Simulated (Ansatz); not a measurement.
GaN (P6_3mc) under hydrostatic pressure: band gap by PBEsol with spin-orbit coupling, rigid bands (plane waves, PAW; Ansatz, a first-principles code). The unloaded cell, whose axes the loads refer to:

```cif
data_Ga2N2
_chemical_formula_sum 'Ga2 N2'
_space_group_name_H-M_alt 'P 1'
_space_group_IT_number 1
_cell_length_a 3.18258
_cell_length_b 3.18258
_cell_length_c 5.18546
_cell_angle_alpha 90.000
_cell_angle_beta 90.000
_cell_angle_gamma 120.000
loop_
_space_group_symop_operation_xyz
  'x, y, z'
loop_
_atom_site_label
_atom_site_type_symbol
_atom_site_fract_x
_atom_site_fract_y
_atom_site_fract_z
_atom_site_occupancy
Ga1 Ga 0.66667 0.33333 0.49919 1
Ga2 Ga 0.33333 0.66667 0.99919 1
N1 N 0.66667 0.33333 0.87581 1
N2 N 0.33333 0.66667 0.37581 1
```

| hydrostatic pressure (GPa) | volume per atom (Å³) | band gap (eV) |
|---|---|---|
| -2 | 11.50 | 1.80 |
| 0 | 11.37 | 1.88 |
| 2 | 11.25 | ? |
| 5 | 11.09 | 2.04 |
| 10 | 10.84 | 2.19 |

Question: Fit a straight line to band gap against the load over the rows given, and predict the row at 2 GPa.

Answer: The means are x̄ = 3.250 GPa and ȳ = 1.9775; Σ(x − x̄)(y − ȳ) = 2.792 and Σ(x − x̄)² = 86.75, so the slope is 32.2 meV per GPa, and the rows given lie within 8.5 meV of the line. At 2 GPa the line gives 1.94 eV; the calculation gives 1.94 eV, 0.14 % from it.

Question: With all rows, what volume deformation potential dE_g/d ln V follows?

Answer: A line through E_g against ln V has the slope -6.6 eV, so the gap opens under compression.

 Stresses and pressures are the targets of the relaxation. Gaps are resolved to about 0.01 eV. The structure type is held at every load. Geometry: cell and atoms relaxed with PBEsol.
